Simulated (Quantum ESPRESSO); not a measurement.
## One base run on Al₅Se₈ (F-43m, 13 atoms in the cell) and variants with one or two settings moved

```
Al5Se8
1.0
    0.00000     5.14899     5.14899
    5.14899     0.00000     5.14899
    5.14899     5.14899     0.00000
Al Se
5 8
Cartesian
  1.18458   1.18458   1.18458
  1.18458   3.96441   3.96441
  3.96441   3.96441   1.18458
  3.96441   1.18458   3.96441
  5.14899   5.14899   5.14899
  9.02989   9.02989   9.02989
  9.02989   6.41709   6.41709
  6.41709   6.41709   9.02989
  6.41709   9.02989   6.41709
  3.76752   3.76752   3.76752
  3.76752   6.53047   6.53047
  6.53047   6.53047   3.76752
  6.53047   3.76752   6.53047
```

Base run A: PBEsol, PSlibrary PAW (PBE) pseudopotentials run with Quantum ESPRESSO 7.5, self-consistent single point.

Its settings: ecutwfc = 35 Ry; ecutrho = 210 Ry; occupations = smearing; smearing = mp; degauss = 0.0147 Ry; input_dft = pbesol; potentials = {Al: Al.pbe-n-kjpaw_psl.1.0.0.UPF, Se: Se.pbe-n-kjpaw_psl.1.0.0.UPF}; K_POINTS = automatic 3 3 3 0 0 0; conv_thr = 1e-10 Ry.

The starting cell comes from a database of computed structures (which also holds hypothetical and non-ambient phases and stackings), without a prior relaxation at this level. Its lattice was rescaled by a random factor within 2.5 % of one.

ΔF is the free energy per atom less that of run A. 

Run A gave: pressure (GPa) 2.74; largest force (eV/Å) 0.598; k-points 4.

Runs:
- B: conv_thr: 1e-10 Ry → 7.3e-12 Ry
- C: degauss: 0.0147 Ry → 0.0073499 Ry; K_POINTS: automatic 3 3 3 0 0 0 → automatic 2 2 2 0 0 0
- D: smearing: mp → fd; degauss: 0.0147 Ry → 0.02205 Ry
- E: nbnd: default → 48
- F: K_POINTS: automatic 3 3 3 0 0 0 → automatic 3 3 3 1 1 1
- G: K_POINTS: automatic 3 3 3 0 0 0 → automatic 2 2 2 0 0 0
- H: ecutwfc: 35 Ry → 70 Ry; ecutrho: 210 Ry → 420 Ry
- I: mixing_beta: default → 0.5; mixing_mode: default → local-TF
- J: diago_full_acc: default → true

### Question
What does run D change against A?

### Answer
The free energy falls by 45.4 meV/atom, the pressure goes from 2.74 to 3.00 GPa and the largest force goes from 0.598 to 0.579 eV/Å.

```csv
run,ΔF (meV/atom),pressure (GPa),largest force (eV/Å),k-points
A,0.00,2.74,0.598,4
B,0.00,2.74,0.598,4
C,53.9,3.33,0.424,3
D,-45.4,3.00,0.579,4
E,0.00,2.74,0.598,4
F,-1.95,2.68,0.603,6
G,53.6,3.33,0.423,3
H,-1.92,2.77,0.596,4
I,0.00,2.74,0.598,4
J,0.00,2.74,0.598,4
```
